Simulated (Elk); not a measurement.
## Elk run on HfTeS (P3m1, 3 atoms in the cell): self-consistent single point

Computed with Elk with PBEsol, all-electron FP-LAPW, Elk's shipped species files, APW+lo basis with extra local orbitals.

The input file:

```
tasks
  0

xctype
  22

tforce
  .true.

rgkmax
  7.5

gmaxvr
  18.0

lmaxapw
  10

lmaxo
  8

nxlo
  2

lorbcnd
  .true.

lradstp
  2

nrmtscf
  2.0

rmtscf
  0.9

lmaxi
  4

stype
  0

swidth
  0.00499791

maxscl
  100

avec
    7.2100232558    0.0000000013    0.0000000000
   -3.6050116290    6.2440633008    0.0000000000
    0.0000000000    0.0000000000   12.4837575464

atoms
  3
  'Hf.in'
  1
  0.3333333333  0.6666666667  0.0298600000    0.0 0.0 0.0
  'Te.in'
  1
  0.0000000000  0.0000000000  0.7474300000    0.0 0.0 0.0
  'S.in'
  1
  0.6666666667  0.3333333333  0.2227100000    0.0 0.0 0.0

ngridk
  8 8 4
```

Output (repeated stretches shortened):

```
│ Elk code version 10.2.4 │

All units are atomic (Hartree, Bohr, etc.)

│ Ground-state run starting from atomic densities │

Lattice vectors :
   7.210023256      0.1300000000E-08   0.000000000
  -3.605011629       6.244063301       0.000000000
   0.000000000       0.000000000       12.48375755

Unit cell volume      :    562.0167875
Brillouin zone volume :   0.4413573028

Muffin-tin inner radius fraction :   0.1000000000E-01

Nuclei treated as point charges

Species :    1 (Hf)
 parameters loaded from : Hf.in
 name : hafnium
 nuclear charge    :   -72.00000000
 electronic charge :    72.00000000
 atomic mass :    325367.3656
 muffin-tin radius :    2.520000000
 number of radial points in muffin-tin :   1399
 atomic positions (lattice), magnetic fields (Cartesian) :
   1 :   0.00000000  0.00000000  0.00000000    0.00000000  0.00000000  0.00000000

Species :    2 (Te)
 parameters loaded from : Te.in
 name : tellurium
 nuclear charge    :   -52.00000000
 electronic charge :    52.00000000
 atomic mass :    232600.5707
 muffin-tin radius :    2.340000000
 number of radial points in muffin-tin :   1199
 atomic positions (lattice), magnetic fields (Cartesian) :
   1 :   0.66666667  0.33333333  0.71757000    0.00000000  0.00000000  0.00000000

Species :    3 (S)
 parameters loaded from : S.in
 name : sulphur
 nuclear charge    :   -16.00000000
 electronic charge :    16.00000000
 atomic mass :    58450.91926
 muffin-tin radius :    1.980000000
 number of radial points in muffin-tin :    799
 atomic positions (lattice), magnetic fields (Cartesian) :
   1 :   0.33333333  0.66666667  0.19285000    0.00000000  0.00000000  0.00000000

Total number of atoms per unit cell :    3

Spin treatment :
 spin-unpolarised

Number of Bravais lattice symmetries :   24
Number of crystal symmetries         :    6
Crystal has no inversion symmetry
Complex Hermitian eigensolver will be used

k-point grid :      8     8     4
   [... lines left out ...]
Maximum |G| for potential and density :    18.00000000
 potential will be trimmed for |G| > 2 gkmax
Constant for pseudocharge density :   11
Radial integration step length :    2

G-vector grid sizes :     42    42    72
Number of G-vectors :    55397

Maximum angular momentum used for
 APW functions                      :   10
 outer part of muffin-tin           :    8
 inner part of muffin-tin           :    4

Total nuclear charge    :   -140.0000000
Total core charge       :    92.00000000
Total valence charge    :    48.00000000
Total excess charge     :    0.000000000
Total electronic charge :    140.0000000

Effective Wigner radius, rₛ :   0.9859257612

Number of empty states         :   12
Total number of valence states :   36
Total number of core states    :   92

Conduction state local-orbitals added automatically
Total number of local-orbitals :  338

Exchange-correlation functional :     22     0     0
 PBEsol, Phys. Rev. Lett. 100, 136406 (2008)
 gradient requirement :    1
 generalised gradient approximation (GGA)

Smearing type :    0
 Gaussian
Smearing width :   0.4997910000E-02
Effective electronic temperature (K) :    1578.215154

Mixing type :    3
 Broyden mixing, J. Phys. A: Math. Gen. 17, L317 (1984)

Kohn-Sham potential initialised from atomic data
│ Self-consistent loop started │
│ Loop number : 1 │
 total energy                :     -22286.5245961
│ Loop number : 2 │
 total energy                :     -22286.8510795
RMS change in Kohn-Sham potential (target) :   0.1956750970     (  0.1000000000E-05)
Absolute change in total energy (target)   :   0.3264834092     (  0.1000000000E-03)
│ Loop number : 3 │
 total energy                :     -22286.5768371
RMS change in Kohn-Sham potential (target) :   0.1905060330     (  0.1000000000E-05)
Absolute change in total energy (target)   :   0.1926215183     (  0.1000000000E-03)
│ Loop number : 4 │
 total energy                :     -22287.2185446
RMS change in Kohn-Sham potential (target) :   0.1186455707     (  0.1000000000E-05)
Absolute change in total energy (target)   :   0.5935521263     (  0.1000000000E-03)
│ Loop number : 5 │
 total energy                :     -22286.3625339
RMS change in Kohn-Sham potential (target) :   0.4281444300E-01 (  0.1000000000E-05)
Absolute change in total energy (target)   :   0.7076226245     (  0.1000000000E-03)
   [... lines left out ...]
Absolute change in total energy (target)   :   0.8192828864E-03 (  0.1000000000E-03)
│ Loop number : 14 │
 total energy                :     -22286.0432886
RMS change in Kohn-Sham potential (target) :   0.5157426645E-05 (  0.1000000000E-05)
Absolute change in total energy (target)   :   0.2963568986E-03 (  0.1000000000E-03)
│ Loop number : 15 │
 total energy                :     -22286.0435784
RMS change in Kohn-Sham potential (target) :   0.1125786082E-05 (  0.1000000000E-05)
Absolute change in total energy (target)   :   0.3638606649E-03 (  0.1000000000E-03)
│ Loop number : 16 │
 total energy                :     -22286.0436683
RMS change in Kohn-Sham potential (target) :   0.3471362855E-06 (  0.1000000000E-05)
Absolute change in total energy (target)   :   0.1808322522E-03 (  0.1000000000E-03)
│ Loop number : 17 │
 total energy                :     -22286.0437053
RMS change in Kohn-Sham potential (target) :   0.1447362992E-06 (  0.1000000000E-05)
Absolute change in total energy (target)   :   0.8221167445E-04 (  0.1000000000E-03)
Convergence targets achieved

│ Loop number : 18 │

Energies :
 Fermi                       :     0.227839958561
 sum of eigenvalues          :     -13587.7415930
 electron kinetic            :      24466.8057796
 core electron kinetic       :      23745.5335906
 Coulomb                     :     -46249.2345340
 Coulomb potential           :     -37391.9900785
 nuclear-nuclear             :     -1384.90951585
 electron-nuclear            :     -52336.6599578
 Hartree                     :      7472.33493968
 Madelung                    :     -27553.2394948
 xc potential                :     -662.557294135
 exchange                    :     -494.868931977
 correlation                 :     -8.74600376380
 total energy                :     -22286.0436902

Density of states at Fermi energy :    22.44672874
 (states/Hartree/unit cell)

Estimated indirect band gap :   0.1760248029E-01
 from k-point     47 to k-point     35
Estimated direct band gap   :   0.4469294475E-01
 at k-point     47

Charges :
 core                        :    92.00000000
 valence                     :    48.00000000
 interstitial                :    7.308012889
 muffin-tins (core leakage)
  species :    1 (Hf)
   atom    1                 :    69.62717365     (  0.2860722716E-05)
  species :    2 (Te)
   atom    1                 :    49.21028687     (  0.1726046563E-02)
  species :    3 (S)
   atom    1                 :    13.85452659     (  0.3075265701E-03)
 total in muffin-tins        :    132.6919871
 total calculated charge     :    139.9977875
 total charge                :    140.0000000
 error                       :   0.2212522560E-02

│ Self-consistent loop stopped │

Forces :
 species :    1 (Hf)
  atom :    1
   Hellmann-Feynman          :     0.00000000    0.00000000    0.48559348
   IBS                       :     0.00000000   -0.00000000   -0.48271623
   total force               :     0.00000000   -0.00000000    0.00287725
   total magnitude           :     0.00287725
 species :    2 (Te)
  atom :    1
   Hellmann-Feynman          :     0.00000000    0.00000000    0.12537470
   IBS                       :    -0.00000000   -0.00000000   -0.12645510
   total force               :     0.00000000    0.00000000   -0.00108040
   total magnitude           :     0.00108040
 species :    3 (S)
  atom :    1
   Hellmann-Feynman          :     0.00000000    0.00000000    0.26769408
   IBS                       :    -0.00000000   -0.00000000   -0.26949093
   total force               :    -0.00000000    0.00000000   -0.00179685
   total magnitude           :     0.00179685
```

The run converged in 18 iterations. The count includes the last loop, which Elk runs after its targets are met.

The starting cell comes from a database of computed structures (which also holds hypothetical and non-ambient phases and stackings), without a prior relaxation at this level. Spin-orbit coupling is off. Values depend on the basis (sphere radii, cutoffs, local orbitals), which need not be converged. The log's line on a gap gives a spacing of levels on this mesh, which the program prints for metals too.

Cost on one core of a shared machine: roughly 4 min.
